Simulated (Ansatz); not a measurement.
# WC under a change: C vacancy, symmetric start

Start from a 16-atom supercell of WC (space group P-6m2, No. 187; a = 2.913 Å, c = 2.837 Å) at its relaxed geometry.

Now apply this change: one C atom is removed, atoms relaxed at fixed cell.

The values are results of r2SCAN (Ansatz, a first-principles code, PAW, no spin-orbit coupling), earlier PAW set, not measurements. Settings: 8×8×8 k-points, 0.05 eV Fermi–Dirac smearing.

| quantity | base | changed | shift |
|---|---|---|---|
| energy gained by relaxation | – | 0.09 eV | – |
| largest displacement of a host atom from its site in the perfect cell | – | 0.04 Å | – |
| mean distance from the defect site to its nearest host atoms | 2.20 Å | 2.22 Å | +0.02 Å |

The cell is small, so the values are those of an ordered compound at a high defect concentration; dilute-limit values will differ. The defect started on the symmetric site and kept its symmetry, so it may sit on a saddle. The final runs are not spin-polarised. The defect cell is not spin-polarised.
